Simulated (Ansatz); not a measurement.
fcc Ir (0 0 1) on zinc-blende AlAs (0 0 1) (film strained to the substrate, started from cuts of the bulks and a machine-learned relaxation; slabs Al5As6 and Ir12, which can lie off the formulas)

A periodic stack without vacuum, fcc Ir (0 0 1) on zinc-blende AlAs (0 0 1) (film strained to the substrate, started from cuts of the bulks and a machine-learned relaxation; slabs Al5As6 and Ir12, which can lie off the formulas): substrate slab Al5As6, film Ir12, surface cells [[1, 0], [1, 1]] and [[0, -1], [2, 1]], film strained by +4.6 and +4.6 %, outermost planes As/As and Ir/Ir as cut, which need not be the usual terminations and can put a slab off its formula.

The start was prepared with a machine-learned potential, and the result is one local minimum, with the in-plane cell held and forces under 0.04 eV/Å; the film can end far from its bulk form.

These are PBE (plane waves to 420 eV, PAW; Ansatz, an electronic-structure program) values and carry that method's errors. Scalar-relativistic, without spin–orbit coupling; the runs are not spin-polarised; PBE gaps are too small against experiment. Its k-point mesh 8×8×1, Fermi–Dirac width 0.05 eV.

| Item | Value |
|---|---|
| interface area | 16.4 Å² |
| period | 26.42 Å |
| heights between the nearest atoms of the two slabs at the two interfaces | 1.43 and 1.45 Å |
| As–Ir contacts across the interfaces within 1.22 times the sum of covalent radii | 8, mean 2.50 Å |
| Al–Ir contacts across the interfaces within 1.22 times the sum of covalent radii | 2, mean 2.83 Å |
| hole barrier (PBE) | 1.30 eV |
| electron barrier (PBE) | 0.20 eV |

```yaml
crystal:
  lattice:
    - [4.05007, -0.00030, -0.10160]
    - [-0.00058, 4.05049, -0.05136]
    - [0.63564, -1.69925, 26.43781]
  atoms:
    - { symbol: Al, position: [0.85772, 0.08617, 0.18417] }
    - { symbol: Al, position: [0.35841, 0.53333, 0.07705] }
    - { symbol: Al, position: [0.85897, 0.19497, 0.40101] }
    - { symbol: Al, position: [0.35854, 0.64041, 0.29259] }
    - { symbol: Al, position: [0.35871, 0.74634, 0.50810] }
    - { symbol: As, position: [0.85895, 0.55900, 0.13000] }
    - { symbol: As, position: [0.35834, 0.00690, 0.02419] }
    - { symbol: As, position: [0.85885, 0.66762, 0.34681] }
    - { symbol: As, position: [0.35816, 0.11326, 0.23840] }
    - { symbol: As, position: [0.85890, 0.77787, 0.56086] }
    - { symbol: As, position: [0.35926, 0.21992, 0.45519] }
    - { symbol: Ir, position: [0.35910, 0.33846, 0.68652] }
    - { symbol: Ir, position: [0.85912, 0.83879, 0.68702] }
    - { symbol: Ir, position: [0.85880, 0.30443, 0.61689] }
    - { symbol: Ir, position: [0.35897, 0.80151, 0.61489] }
    - { symbol: Ir, position: [0.35980, 0.40887, 0.82831] }
    - { symbol: Ir, position: [0.85963, 0.90958, 0.82781] }
    - { symbol: Ir, position: [0.85925, 0.37403, 0.75678] }
    - { symbol: Ir, position: [0.35916, 0.87321, 0.75678] }
    - { symbol: Ir, position: [0.36027, 0.47963, 0.96937] }
    - { symbol: Ir, position: [0.85870, 0.97958, 0.96827] }
    - { symbol: Ir, position: [0.86009, 0.44465, 0.89829] }
    - { symbol: Ir, position: [0.35990, 0.94386, 0.89786] }
```
